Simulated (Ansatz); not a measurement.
Input and output of a self-consistent single point for Sr₂CdPt₂ (Immm, 5 atoms in the cell) (Ansatz, a first-principles code)

Method: LDA (PW92), default PAW files made with PBE (plane waves; Ansatz).

Input:

Ansatz 0.2 input:
```yaml
# Sr2CdPt2
crystal:
  lattice:
    - [-2.290310, 2.998012, 4.594989]
    - [2.290310, -2.998012, 4.594989]
    - [2.290310, 2.998012, -4.594989]
  atoms:
    - { symbol: Sr, position: [0.299510, 0.799510, 0.500000] }
    - { symbol: Sr, position: [0.700490, 0.200490, 0.500000] }
    - { symbol: Cd, position: [0.000000, 0.000000, 0.000000] }
    - { symbol: Pt, position: [0.726080, 0.500000, 0.226080] }
    - { symbol: Pt, position: [0.273920, 0.500000, 0.773920] }
basis:
  ecutwfc: 420.0 eV
kpoints:
  mp_grid:
    grid: [7, 7, 7]
hamiltonian:
  xc: lda
  pseudopotentials:
    kind: paw
scf:
  occupations:
    method: gaussian
    width: 0.1 eV
output:
  forces: true
  eigenvalues: true
  stress: true
```

Log, with long lists cut:

```
WARN ansatz: RAYON_NUM_THREADS=1 ignored (pool sized by the plan → 1); use --threads N
Pseudopotentials: kind: paw
Pseudopotential: Sr, paw, valence charge 10
Pseudopotential: Cd, paw, valence charge 20
Pseudopotential: Pt, paw, valence charge 18
Crystal: 5 atoms, lattice volume = 126.204 Å³
Basis set: ecut = 420 eV, 2495 PW (Γ)
Bands: 46, of which v1, the nominal top of the filled ones, is band 38 counted from 1 (37 counted from 0)
Symmetry: 8 space group operations
Space group: Immm (ITA 71), of the structure as read, at distance tolerance 5.0e-5 Å
k-points: 64 of 343
PAW frozen core: Sr, regenerated for the run's functional, and the local potential with it
PAW frozen core: Cd, regenerated for the run's functional, and the local potential with it
PAW frozen core: Pt, regenerated for the run's functional, and the local potential with it
Initial density: superposition of atomic densities (neutral atoms: chi_scale 0, normalization atom), corrected by the library's trained network
Initial wavefunctions: pseudopotential atomic-orbital guess
Eigensolver: davidson
Functional: x = slater, c = lda
SCF iter   1: F=—  HF=-39500.092258 eV  |F-HF|=—  |Δ(HF+E_count)|=         —  Δρ=6.24e-3  dr2=3.20e-2  ethr=1.77e-3  ⟨swp⟩=9.6  Hψ=13729  notcnv=0
all-band conjugate gradients solve this SCF's bands
preconditioner: auto → Kerker (q_TF=auto, 2.507 Å⁻¹)
SCF iter   2: F=—  HF=-39500.089012 eV  |F-HF|=—  |Δ(HF+E_count)|=   3.25e-3  Δρ=2.80e-3  dr2=6.70e-3  ethr=4.21e-5  ⟨swp⟩=2.7  Hψ=5159  notcnv=0  defer=1
SCF iter   3: F=—  HF=-39500.087820 eV  |F-HF|=—  |Δ(HF+E_count)|=   1.19e-3  Δρ=9.53e-4  dr2=1.31e-3  ethr=8.82e-6  ⟨swp⟩=2.0  Hψ=3935  notcnv=0  defer=1
SCF iter   4: F=—  HF=-39500.087692 eV  |F-HF|=—  |Δ(HF+E_count)|=   1.28e-4  Δρ=4.30e-4  dr2=3.48e-4  ethr=1.72e-6  ⟨swp⟩=2.0  Hψ=3631  notcnv=0  defer=1
SCF iter   5: F=—  HF=-39500.087648 eV  |F-HF|=—  |Δ(HF+E_count)|=   4.38e-5  Δρ=1.43e-4  dr2=5.36e-5  ethr=4.58e-7  ⟨swp⟩=2.3  Hψ=3865  notcnv=0  defer=1
SCF iter   6: F=—  HF=-39500.087633 eV  |F-HF|=—  |Δ(HF+E_count)|=   1.54e-5  Δρ=3.66e-5  dr2=3.29e-6  ethr=7.05e-8  ⟨swp⟩=2.0  Hψ=3619  notcnv=0  defer=1
SCF iter   7: F=—  HF=-39500.087632 eV  |F-HF|=—  |Δ(HF+E_count)|=   7.80e-7  Δρ=1.23e-5  dr2=2.86e-7  ethr=4.32e-9  ⟨swp⟩=2.0  Hψ=4132  notcnv=0  defer=1
SCF iter   8: F=-39500.087632 eV  HF=-39500.087632 eV  |F-HF|=1.21e-8  |Δ(HF+E_count)|=   5.85e-8  Δρ=3.82e-6  dr2=2.19e-8  ethr=1.32e-10  ⟨swp⟩=10.4  Hψ=13530  notcnv=0
SCF 1 converged in 8 iterations: F = -39500.087632 eV  dr2 = 2.19e-8
SCF converged after 8 iterations
Free energy (F): -39500.087632 eV
Harris-Foulkes:  -39500.087632 eV  (|F-HF|=1.21e-8)
Internal energy: -39500.077050 eV  (E = F + TS)
E sigma→0 (E₀):  -39500.082341 eV
Entropy (-TS):   -0.010582 eV (-2.116 meV/atom)
Fermi energy:    12.102636 eV
--- Per-component energies (eV) ---
  E_band       = -1186.313184
  E_kinetic    = 2274.730024
  E_local      = -9913.321250  (includes V_loc(G=0)·N_el)
  E_nonlocal   = 867.290187
  E_hartree    = 3977.336701
  E_xc         = -1039.403715
  E_vxc        = -1150.365050  (∫ρ·V_xc dr)
  E_paw        = -27496.940402  (= ΣΔE_a)
  E_vpaw       = -1219.309501  (= ΣTr[D̂ρ^β])
  E_aug_tail   = 0.000342  (compensation charges beyond the density's cutoff)
  E_ewald      = -8172.051516
  E_core_change = 2.282579  (= ΣΔE_core)
  E_smearing   = -0.010582  (= −TS)
  E_closure    = 0.000000  (closes the sum)
  Σ components = -39500.087632   (vs F -39500.087632, Δ=0.00e0)
--- Forces (eV/Å), atoms counted from 1 ---
  atom   1  Sr     0.00000000    -0.00000000     0.02071063
  atom   2  Sr     0.00000000     0.00000000    -0.02071063
  atom   3  Cd     0.00000000     0.00000000     0.00000000
  atom   4  Pt     0.00000000     0.02731264    -0.00000000
  atom   5  Pt     0.00000000    -0.02731264     0.00000000
  max |Σ_I F_I| component: 6.94e-18 eV/Å
--- Stress (GPa, compression-positive) ---
       -5.887340      -0.000000       0.000000
       -0.000000      -5.766879      -0.000000
        0.000000      -0.000000      -4.609866
  P = ⅓ Tr σ = -5.4214 GPa (-54.214 kbar)
  The stress holds the Pulay correction. Without it, at fixed plane waves, as pw.x and ABINIT print it: P = -5.4366 GPa
--- Band table (eV; the first three rows and the last of 64) ---
  k-point 0: bands = ["-90.2419", "-85.8223", "-85.8143", "-51.4435", "-51.3580", "-51.3076", "-40.0655", "-39.9378", "-39.9219", "-39.9148", "-39.8986", "-39.8908", "-23.0227", "-22.9691", "-5.3096", "-5.1706", "-5.1468", "-5.0164", "-5.0053", [...]
  k-point 1: bands = ["-90.2419", "-85.8222", "-85.8143", "-51.4435", "-51.3580", "-51.3076", "-40.0625", "-39.9377", "-39.9220", "-39.9146", "-39.8988", "-39.8938", "-23.0187", "-22.9721", "-5.2864", "-5.1819", "-5.1385", "-5.0649", "-5.0104", [...]
  k-point 2: bands = ["-90.2419", "-85.8221", "-85.8145", "-51.4435", "-51.3580", "-51.3076", "-40.0555", "-39.9374", "-39.9226", "-39.9140", "-39.9009", "-39.8994", "-23.0097", "-22.9789", "-5.2710", "-5.2348", "-5.1538", "-5.0794", "-5.0112", [...]
  k-point 63: bands = ["-90.2419", "-85.8223", "-85.8143", "-51.4435", "-51.3580", "-51.3076", "-40.0654", "-39.9379", "-39.9218", "-39.9149", "-39.8985", "-39.8908", "-23.0024", "-22.9866", "-5.3372", "-5.2433", "-5.1613", "-5.0033", "-5.0029", [...]
```

The run converged in 8 iterations.

The starting cell comes from a database of computed structures (which also holds hypothetical and non-ambient phases and stackings), without a prior relaxation at this level. Its lattice was rescaled by up to half a per cent. Spin-orbit coupling is off. Spin polarisation is off. With a pressure of about -5 GPa the cell is away from its equilibrium volume at this level. Ansatz's pressure includes its estimate of the finite-basis (Pulay) stress.
